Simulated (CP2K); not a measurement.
Band structure of CoGa (Pm-3m, 2 atoms in the cell).

```
CELL_PARAMETERS angstrom
      2.88000     0.00000     0.00000
      0.00000     2.88000     0.00000
      0.00000     0.00000     2.88000
ATOMIC_POSITIONS crystal
  Ga 0.50000 0.50000 0.50000
  Co 0.00000 0.00000 0.00000
```

Method: PBE, GPW, DZVP-MOLOPT-SR-GTH basis, GTH-PBE potentials (GTH_POTENTIALS) (CP2K).

Settings: CUTOFF = 600 Ry; REL_CUTOFF = 40 Ry; SMEAR/METHOD = FERMI_DIRAC; ELECTRONIC_TEMPERATURE = 1160.45 K; KPOINTS/SCHEME = MONKHORST-PACK 8 8 8; GAMMA_CENTERED = T; XC_FUNCTIONAL = PBE; Ga/BASIS_SET = DZVP-MOLOPT-SR-GTH; Ga/POTENTIAL = GTH-PBE-q13; Co/BASIS_SET = DZVP-MOLOPT-SR-GTH; Co/POTENTIAL = GTH-PBE-q17; METHOD = GPW; EPS_DEFAULT = 1e-10; EXTRAPOLATION = USE_GUESS.

The starting cell has typed, rounded lattice constants, without a prior relaxation at this level. Spin polarisation is off. Values carry the incompleteness of an atom-centred basis.

Levels in eV from the Fermi level, bands 12 to 17:
```tsv
point	12	13	14	15	16	17
Γ	-2.54	-0.72	-0.72	-0.72	5.20	5.20
X	-2.32	-1.75	-1.75	-0.72	0.12	10.82
M	-3.23	-2.42	-1.20	-1.20	-0.22	2.26
R	-4.14	-0.18	-0.18	0.56	4.11	4.11
```

Bands cross the Fermi level along this path, so the cell is metallic at this level.

Higher empty bands are left out: an atom-centred basis made for the valence describes them poorly.
